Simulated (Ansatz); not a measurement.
# Se: pressure series

Start from Se (space group P3_121, No. 152; made of chains).

Space group P3₁21 (No. 152); a = b = 4.5066 Å, c = 4.9888 Å, α = β = 90.00°, γ = 120.00°

```tsv
atom	site	symmetry	x	y	z
Se	3b	.2.	0.7831	0.7831	0.5000
```

Cell and atoms are relaxed at each pressure.

Method: Ansatz (a program for electronic structure) r2SCAN, no spin-orbit coupling, earlier PAW set.

```json
[
 {"variant": "base", "lattice parameter a": "4.507 Å", "band gap": "1.33 eV", "c/a ratio": "1.107"},
 {"variant": "pressure 0.9 GPa", "lattice parameter a": "4.326 Å", "band gap": "1.13 eV", "c/a ratio": "1.160"},
 {"variant": "pressure 2.1 GPa", "lattice parameter a": "4.180 Å", "band gap": "0.94 eV", "c/a ratio": "1.207"},
 {"variant": "pressure 4.5 GPa", "lattice parameter a": "3.999 Å", "band gap": "0.65 eV", "c/a ratio": "1.271"},
 {"variant": "pressure 9 GPa", "lattice parameter a": "3.810 Å", "band gap": "0.33 eV", "c/a ratio": "1.342"},
 {"variant": "pressure 22.5 GPa", "lattice parameter a": "3.547 Å", "band gap": "zero", "c/a ratio": "1.438"},
 {"variant": "pressure 30 GPa", "lattice parameter a": "3.459 Å", "band gap": "zero", "c/a ratio": "1.470"}
]
```

The mesh was chosen for an insulator and is coarse for the gapless case. From pressure 9 GPa on, the axis ratios lie over 15 % from the base's, so the cell there is far from its starting form. Load acts through the strain it causes; cell and atoms are relaxed under it. Whether these cells are dynamically stable was not tested. Competing high-pressure phases were not computed. No dispersion term is included, though the crystal is made of layers, chains or molecules, so its spacings can come out too wide. The zero or small gap of Se under pressure 22.5 GPa and Se under pressure 30 GPa can change with the level of theory.
